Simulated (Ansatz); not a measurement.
Here is the system:

```xyz
2
Lattice="3.9330 0.0000 0.0000 0.0000 3.9330 0.0000 0.0000 0.0000 3.9330" Properties=species:S:1:pos:R:3 pbc="T T T"
K      0.0000     0.0000     0.0000
Br     1.9665     1.9665     1.9665
```

Computed with PBEsol, rigid bands (plane waves, PAW, scalar-relativistic; Ansatz, an electronic-structure program). Cell: cell and atoms relaxed with PBEsol.

Problem. Predict the electron conductivity mass (n e² τ/σ) at 300 K, by direction if it differs.

Solution. 0.33 mₑ.

Problem. And the band gap?

Solution. 3.96 eV at this level; semilocal functionals usually fall short of the measured gap.

Rigid bands, one relaxation time for all states, no polarons. Spin-orbit coupling is left out; where it splits the top of the valence band it changes the hole mass and lowers the gap by about a third of the splitting.

Computed structure, not matched to a measured one here, so possibly hypothetical: KBr (Pm-3m).
